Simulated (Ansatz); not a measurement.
The reference is CaF$_{2}$ in the fluorite structure (space group Fm-3m, No. 225; a = 5.4391 Å).

Computed with Kohn–Sham DFT with the r2SCAN functional, run in Ansatz (a program for electronic structure) with PAW and 500 eV plane waves, spin-orbit coupling left out.

Base values:

| Property | Value |
|---|---|
| Band gap | 8.03 eV |
| Smallest direct gap | 8.29 eV |

It is then changed as follows: cell and atoms relaxed at a pressure of 1.8 GPa.

**Question.** Estimate the effect on the band gap and smallest direct gap.

**Answer.** The band gap rises by 0.12 eV, from 8.03 eV to 8.15 eV; the smallest direct gap grows by 0.12 eV, from 8.29 eV to 8.41 eV.

Load acts through the strain it causes; cell and atoms are relaxed under it. Stability against distortions was not tested.
